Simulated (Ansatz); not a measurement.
Amorphous silicon oxide (Si$_{24}$O$_{47}$), 71 atoms at 2.33 g/cm³, one PBE-relaxed geometry, zone centre. Methods: PBE, scalar-relativistic without spin-orbit coupling (Ansatz, a program for electronic structure); r2SCAN, scalar-relativistic without spin-orbit coupling (Ansatz); HSE06, scalar-relativistic without spin-orbit coupling (Ansatz). Plane waves to 420 eV (r2SCAN 500 eV); exact exchange is cut at the cell's faces. The usual formal charges leave 2 electrons over, so the level spacing at the Fermi energy parts defect or band states and needn't be the band gap. At PBE the levels at the filled edge of the gap are localised (band-tail or defect states), and the nearest spread-out levels lie 5.2 eV apart at the zone centre. The higher rungs were started with moments on some atoms, which died out.

It comes from a melt-quench run on a machine-learned potential (CHGNet), relaxed afterwards by DFT. O atoms were pushed apart under 1.9 Å during the dynamics, to hinder bonds among them. The hot cell started wider than the set density and was brought back towards it in steps. It is the lowest in DFT energy of 2 quenches. It is a model cell: composition and starting density were chosen by hand, and all elements were melted together. No dispersion term was used. A short ab initio anneal came between quench and relaxation. Its density started from a set value of 2.30 and ended at 2.33 g/cm³. The quench (nominally 290 K/ps over its main leg) was far faster than any real one, so the model tends to hold more defects than a real film. One small periodic cell is one sample of the glass; other quenches scatter about these values. The volume was free in the relaxation, at fixed shape. Stress components on the final sampling reach 1.8 GPa. On a 2×2×2 Γ-centred mesh force components of up to 0.20 eV/Å stay, since the relaxation ran on the zone centre alone.

The relaxation ran on the zone centre alone. At PBE the level spacing at the Fermi energy is 1.62 eV on a 2×2×2 Γ-centred mesh, and the spacing at the zone centre alone 1.80 eV.

**Question.** What zone-centre spacing does r2SCAN give, roughly?

**Answer.** 2.14 eV (+0.34 eV against PBE).

**Question.** What zone-centre spacing does HSE06 give, roughly?

**Answer.** 2.80 eV (+1.00 eV against PBE).

The highest filled and the lowest empty state spread over these numbers of atoms (participation numbers): PBE: 3.1 and 40.7; r2SCAN: 2.9 and 41.3; HSE06: 2.8 and 42.5.
